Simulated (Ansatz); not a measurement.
Consider AlN in the wurtzite structure (space group P6_3mc, No. 186).

```xyz
4
Lattice="3.1302 0.0000 0.0000 -1.5651 2.7109 0.0000 0.0000 0.0000 5.0180" Properties=species:S:1:pos:R:3 pbc="T T T"
Al     0.0000     1.8072     0.0012
Al     1.5651     0.9036     2.5102
N      0.0000     1.8072     1.9157
N      1.5651     0.9036     4.4247
```

Cartesian axes are those of the cell as printed.

The values are results of PBE, PAW, 420 eV (Ansatz, a program for electronic structure; no spin-orbit coupling), not measurements.

Strains are applied to the cell and any free atomic positions relax; under biaxial strain the out-of-plane vector relaxes too.

One change was made to it. Results:

```json
[
 {"quantity": "volume per atom", "base": "10.65 Å³", "after": "10.46 Å³"},
 {"quantity": "band gap", "base": "4.03 eV", "after": "4.27 eV"}
]
```

### Question
Which change produced these results?
A) biaxial strain −1.80 %, plane normal [001], relaxed out of plane
B) biaxial strain −0.60 %, plane normal [001], relaxed out of plane
C) biaxial strain −1.20 %, plane normal [001], relaxed out of plane
D) biaxial strain −2.40 %, plane normal [001], relaxed out of plane
E) biaxial strain −3.00 %, plane normal [001], relaxed out of plane

### Answer
C, biaxial strain −1.20 %, plane normal [001], relaxed out of plane. For comparison, the band gap in the other runs: biaxial strain −0.60 %, plane normal [001], relaxed out of plane gives 4.15 eV; biaxial strain −2.40 %, plane normal [001], relaxed out of plane gives 4.39 eV; biaxial strain −3.00 %, plane normal [001], relaxed out of plane gives 4.41 eV; biaxial strain −1.80 %, plane normal [001], relaxed out of plane gives 4.36 eV.

Gaps are read on the SCF mesh and a high-symmetry path. Stability against distortions was not tested.
